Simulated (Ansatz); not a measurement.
The reference is HfO$_{2}$ in the fluorite structure (space group Fm-3m, No. 225; a = 5.059 Å).

The values are results of Kohn–Sham DFT with the r2SCAN functional, run in Ansatz (a program for electronic structure) with PAW and 500 eV plane waves, no spin-orbit coupling, earlier PAW set, not measurements.

For the base:

The band gap is 4.30 eV and the volume per atom is 10.79 Å³.

The change: a negative pressure, −1 GPa.

How does this affect the band gap and volume per atom?

The band gap decreases by 0.01 eV (4.30 eV → 4.29 eV); the volume per atom grows by 0.04 Å³, from 10.79 Å³ to 10.83 Å³.

With Hf present, leaving out spin-orbit coupling can change the band edges. Load acts through the strain it causes; cell and atoms are relaxed under it. Stability against distortions was not tested. This is not the structure that HfO2 has at room temperature and ambient pressure.
